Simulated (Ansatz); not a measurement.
Consider Ru in the hcp (Mg type) structure (space group P6_3/mmc, No. 194).

```
CELL_PARAMETERS angstrom
      2.70455     0.00000     0.00000
     -1.35227     2.34221     0.00000
      0.00000     0.00000     4.26010
ATOMIC_POSITIONS crystal
  Ru 0.33333 0.66667 0.75000
  Ru 0.66667 0.33333 0.25000
```

Cartesian axes are those of the cell as printed.

Level of theory: r2SCAN (Ansatz, a program for electronic structure, PAW, no SOC).

For the base:

| Quantity | Value |
|---|---|
| Shortest interatomic distance | 4.991 bohr |
| Pressure | 0.0 GPa |

Modification: uniaxial strain ε_xx = −1.29 %, all other strain components held at zero, atoms relaxed at fixed cell.

### Question
Estimate the effect on the shortest interatomic distance.

### Answer
The shortest interatomic distance falls by 0.014 bohr to 4.977 bohr.

### Question
Estimate the effect on the pressure.

### Answer
The pressure (mean of the normal stresses, compression positive) goes from zero to 4.5 GPa.

Stability against distortions was not tested. The final runs are not spin-polarised.
